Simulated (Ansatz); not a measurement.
# Habitual settings against a tight run: ZnPd₃ (I4/mmm, 4 atoms in the cell)

Self-consistent single point.

```xyz
4
Lattice="-1.9419 1.9419 3.8011 1.9419 -1.9419 3.8011 1.9419 1.9419 -3.8011" Properties=species:S:1:pos:R:3 pbc="T T T"
Zn     0.0000     0.0000     0.0000
Pd     0.0000     1.9419     1.9005
Pd     1.9419     0.0000     1.9005
Pd     0.0000     0.0000     3.8011
```

Computed with LDA (PW92), default PAW files made with PBE (plane waves; Ansatz, an electronic-structure program).

Base settings: basis.ecutwfc = 420 eV; kpoints.mp_grid.grid = 16 16 16; hamiltonian.xc = lda; hamiltonian.pseudopotentials = {kind: paw} (the program's default PAW files); scf.occupations.method = gaussian; scf.occupations.width = 0.1 eV.

Tight run (finer mesh or higher cutoff; not a proven limit): basis.ecutwfc: 420 eV → 590 eV; kpoints.mp_grid.grid: 16 16 16 → 22 22 22; scf.convergence.dr2_threshold: default (1e-07 eV) → 1e-09 eV. It gave Fermi level (on the code's own zero) 17.86 eV; pressure -6.89 GPa.

Quick runs, as changes from the base:
- A: the base itself
- B: basis.ecutwfc: 420 eV → 210 eV; kpoints.mp_grid.grid: 16 16 16 → 4 4 4; hamiltonian.xc: lda → pbesol; scf.occupations.method: gaussian → methfessel_paxton; scf.occupations.width: 0.1 eV → 0.136 eV [PBEsol]
- C: basis.ecutwfc: 420 eV → 210 eV; kpoints.mp_grid.grid: 16 16 16 → 2 2 2; scf.occupations.method: gaussian → cold; scf.occupations.width: 0.1 eV → 0.272 eV
- D: basis.ecutwfc: 420 eV → 250 eV; kpoints.mp_grid.grid: 16 16 16 → 1 1 1; scf.occupations.method: gaussian → methfessel_paxton; scf.occupations.width: 0.1 eV → 0.5 eV
- E: basis.ecutwfc: 420 eV → 295 eV; kpoints.mp_grid.grid: 16 16 16 → 4 4 4
- F: basis.ecutwfc: 420 eV → 250 eV; kpoints.mp_grid.grid: 16 16 16 → 3 3 3; scf.occupations.width: 0.1 eV → 0.2 eV; kpoints.mp_grid.shift: default → 0.5 0.5 0.5; scf.convergence.dr2_threshold: default (1e-07 eV) → 0.001 eV

Energies are extrapolated to zero smearing width, which holds to low order in the width alone.

Dashes: energy of B, another energy zero.

† marks runs with another functional, U, potentials or spin treatment: their distance from the tight run is not a convergence error alone.

The count of work is k-points × plane waves × bands × iterations; it is no time. 

Pressures in the table are Ansatz's without its Pulay estimate, at a fixed set of plane waves; the tight run's value above holds the estimate.

The starting cell comes from a database of computed structures (which also holds hypothetical and non-ambient phases and stackings), without a prior relaxation at this level. Its lattice was rescaled by a random factor within 2.5 % of one. Spin polarisation is off. In the base run, with a pressure of about -7 GPa the cell is away from its equilibrium volume at this level.

| run | energy less tight (meV/atom) | pressure less tight (GPa) | count of work / tight |
|---|---|---|---|
| A | 1.2 | -0.01 | 0.18 |
| B† | – | -405.24 | 0.0032 |
| C | 8373.6 | -429.66 | 0.0011 |
| D | 2697.7 | -155.60 | 0.00029 |
| E | 248.7 | -24.57 | 0.0039 |
| F | 1658.5 | -119.91 | 0.0011 |

Among the runs at the tight run's level, the energy misses run from 1.2 to 8373.6 meV/atom.

Keys are those of Ansatz 0.2.
